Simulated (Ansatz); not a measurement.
# Short convergence ladders for LuH2 (I4mm, 3 atoms in the cell)

```xyz
3
Lattice="0.0000 2.5021 2.5021 2.5021 0.0000 2.5021 2.5021 2.5021 0.0000" Properties=species:S:1:pos:R:3 pbc="T T T"
Lu     0.0000     0.0000     0.0500
H      1.2510     1.2510     1.2510
H      3.7531     3.7531     3.7531
```

Base method: PBEsol, default PAW files made with PBE (plane waves; Ansatz, a program for electronic structure).

Base settings: basis.ecutwfc = 420 eV; kpoints.mp_grid.grid = 11 11 11; hamiltonian.xc = pbesol; hamiltonian.pseudopotentials = {kind: paw} (the program's default PAW files); scf.occupations.method = gaussian; scf.occupations.width = 0.1 eV.

The count of work is k-points × plane waves × bands × iterations; it is no time. 

**The width of Gaussian smearing**

In this ladder: kpoints.mp_grid.grid = 18 18 18.

Narrow widths need finer meshes than wide ones, so the last steps can hold mesh noise.

Only quantities that move along the ladder and can be compared are tabulated; pressure and forces are left out, as mesh noise rules them at narrow widths.

| scf.occupations.width | free energy less the last step's (meV/atom) |
|---|---|
| 1 eV | -47.87 |
| 0.5 eV | -11.66 |
| 0.3 eV | -3.86 |
| 0.2 eV | -1.43 |
| 0.1 eV | 0.00 |

Widest scf.occupations.width that holds the free energy within 5 meV/atom of the last step, with all finer ones: 0.3 eV; the step before is off by 12 meV/atom.

**The mesh under tetrahedron occupations**

In this ladder: scf.occupations.method = tetrahedron; scf.occupations.width = default.

Only quantities that move along the ladder and can be compared are tabulated.

| kpoints.mp_grid.grid | free energy less the last step's (meV/atom) | largest difference of a force vector from the last step's (eV/Å) | count of work / last |
|---|---|---|---|
| 5 5 5 | 3.97 | 0.015 | 0.014 |
| 6 6 6 | 0.72 | 0.007 | 0.023 |
| 7 7 7 | -0.19 | 0.003 | 0.030 |
| 9 9 9 | -0.05 | 0.001 | 0.056 |
| 11 11 11 | -0.57 | 0.000 | 0.095 |
| 14 14 14 | -0.08 | 0.000 | 0.18 |
| 17 17 17 | -0.07 | 0.000 | 0.30 |
| 21 21 21 | -0.02 | 0.000 | 0.55 |
| 26 26 26 | 0.00 | 0.000 | 1.0 |

Coarsest kpoints.mp_grid.grid that holds the free energy within 1 meV/atom of the last step, with all finer ones: 6 6 6, at 0.023 of the last step's count of work; the step before is off by 4.0 meV/atom.

Coarsest kpoints.mp_grid.grid that holds the forces within 0.005 eV/Å of the last step, with all finer ones: 7 7 7, at 0.030 of the last step's count of work; the step before is off by 0.007 eV/Å.

On the base run: the starting cell comes from a database of computed structures (which also holds hypothetical and non-ambient phases and stackings), without a prior relaxation at this level. Its lattice was rescaled by up to half a per cent. One atom was moved a little off its site on purpose. Ansatz's pressure includes its estimate of the finite-basis (Pulay) stress.

Left out of this page: 2 runs of the series outside the window shown, repeating another row's setting, or not comparable.

Keys are those of Ansatz 0.2.
